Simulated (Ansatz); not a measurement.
Consider SiS₂ (space group Ibam, No. 72; made of chains).

SiS₂ is modelled in the orthorhombic space group Ibam (No. 72), Pearson symbol oI12. Conventional cell: a = 6.019 Å, b = 9.396 Å, c = 5.545 Å, α = β = γ = 90.00°. S on 8j is coordinated by 2 Si at 2.139 Å (bent). Si on 4a has 4 S at 2.139 Å (tetrahedral). (Neighbours: up to the widest gap in distance over summed covalent radii, below 1.35, at either atom.)
(The calculation used a cell of 6 atoms; values per cell refer to that cell.)

Method: plane-wave PAW DFT at the PBEsol level (Ansatz, an electronic-structure program, 420 eV), scalar-relativistic without spin-orbit coupling.

Before the change:

* **Gap character**: indirect, Σ₀–Γ (11 % along) → G₀–X (50 % along)
* **Band gap**: 2.80 eV
* **Density**: 1.95 g/cm³

The change: cell and atoms relaxed at a pressure of 4.5 GPa.

Task: Estimate the effect on the electron mass, gap character, band gap and density.

Result: The electron mass amounts to 0.55 mₑ along a, 0.45 mₑ along b, 0.86 mₑ along c (at X); the gap character goes from indirect, Σ₀–Γ (11 % along) → G₀–X (50 % along) to indirect, Σ₀–Γ (20 % along) → X; the band gap falls by 0.607 eV to 2.20 eV; the density grows by 0.61 g/cm³ to 2.56 g/cm³.

Load acts through the strain it causes; cell and atoms are relaxed under it. Masses are band curvatures over ±0.01 Å⁻¹ around the edge. Whether these cells are dynamically stable was not tested. No dispersion term is included in the PBEsol runs.
